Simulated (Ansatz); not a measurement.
The parent structure is Ga2O3 in the corundum structure (space group R-3c, No. 167).

```
Ga2O3
1.0
    2.47497     1.42892     4.43525
   -2.47497     1.42892     4.43525
    0.00000    -2.85785     4.43525
Ga O
4 6
Direct
  0.64424   0.64424   0.64424
  0.14424   0.14424   0.14424
  0.35576   0.35576   0.35576
  0.85576   0.85576   0.85576
  0.75000   0.44721   0.05279
  0.05279   0.75000   0.44721
  0.25000   0.55279   0.94721
  0.55279   0.94721   0.25000
  0.94721   0.25000   0.55279
  0.44721   0.05279   0.75000
```

Cartesian axes are those of the cell as printed.

Method: DFT with LDA, PAW potentials and a 420 eV plane-wave cutoff in Ansatz (a program for electronic structure), scalar-relativistic without spin-orbit coupling.

Before the change:

The gap character is indirect, Γ–S₀ (50 % along) → Γ and the pressure is 0.00 GPa.

Now apply this change: tensile biaxial strain of 0.75 % in the plane normal to [001], as in epitaxy on a mismatched substrate; the out-of-plane cell vector and the atoms relax.

Task: What happens to the gap character?

Result: The gap character stays indirect, Γ–S₀ (50 % along) → Γ.

Task: What does the calculation give for the out-of-plane strain after the change?

Result: The out-of-plane strain is -0.58 %.

Task: Predict the new pressure.

Result: The pressure (mean of the normal stresses, compression positive) goes from zero to -2.42 GPa.

Task: What happens to the energy relative to the base?

Result: The energy increases by 1.6 meV/atom.

Semilocal Kohn–Sham gaps tend to fall short of experiment. Whether these cells are dynamically stable was not tested.
